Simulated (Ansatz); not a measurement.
CsPbCl3: energy against strain

CsPbCl3 (cubic perovskite, Pm-3m, 33.655 Å³/atom at rest, cube axes along x, y and z) under a strain ε along a cube axis (axis z), the other axes held. LDA in Ansatz, a plane-wave DFT program (PAW, default set), 420 eV, 6×6×6 Γ-centred mesh, Fermi-Dirac smearing 0.05 eV; ions are relaxed within the symmetry of each cell.

Here s stands for strain and y for E less E0.

| strain (%) | E less E0 (meV/atom) |
|---|---|
| -1.20 | 1.12 |
| -0.60 | 0.27 |
| 0.00 | 0.00 |
| 0.60 | 0.26 |
| 1.20 | 1.02 |
| 3.00 | ? |

Taking a parabola for y over the 5 complete rows: Least squares gives y = -0.002 - 0.0350·s + 0.7440·s². Residuals (row less fit): 0.009, -0.017, 0.002, 0.015, -0.007; standard error 0.018 (degrees of freedom: 2). Twice the quadratic coefficient over the volume, 2 × 0.7440 meV × 10⁴ × 0.1602 / 33.655 Å³, is the elastic constant C11 = 71 ± 1.3 GPa.

**Question.** Estimate the missing y (s = 3.00); what did the run itself give?

**Answer.** y = -0.002 - 0.0350 × 3.0 + 0.7440 × 3.0² = 6.589 meV/atom. The calculation gives 5.96 meV/atom, 0.629 meV/atom below the prediction (10.6 % of the range of y in the table). The row lies outside the fitted rows, so this is an extrapolation. From the scatter of the fitted rows alone, a prediction at this place has a standard error of 0.116 meV/atom, so the miss is 5.4 times that.

One order more, fitted to all 11 runs of the series, follows each within 0.01, so the miss is the next term of a smooth law. The primitive cell can neither tilt nor turn polar against its symmetry, as such crystals can under strain. CsPbCl3 is here the ideal cubic form; the compound distorts at low or room temperature. Rows are the converged runs of the series near zero and its far end; series whose fitted rows scatter by over a few per cent of the range, as at a crossing or softening among them, aren't shown in this form. Most that stay on the fit to the last digits aren't either.
